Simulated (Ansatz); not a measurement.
Relaxation of the outer planes of the (11-20) surface of hcp Zr in its 1x1 cell, outermost plane spacing 1.62 Å in the ideal cut.

All values below come from PBE (plane waves to 420 eV, PAW; Ansatz, a quantum-chemistry and plane-wave program).

Set-up: 14 atoms, 9.7 Å thick at the start (thin: gaps and levels are the slab's own); mesh 7x7x1; 0.1 eV smearing; dipole correction on; all atoms relaxed; held to the start's symmetry, so lower structures may exist; no spin, no spin-orbit, no U.

```tsv
plane	atoms	bulk spacing to the next (Å)	relaxed spacing (Å)	change (%)	rumpling (Å)
1	2 Zr	1.616	(withheld)	(withheld)	0.00
2	2 Zr	1.616	1.609	-0.5	0.00
```

Question: Fill in the missing entries.

Answer: 
- 1, relaxed spacing (Å): 1.479
- 1, change (%): -8.5
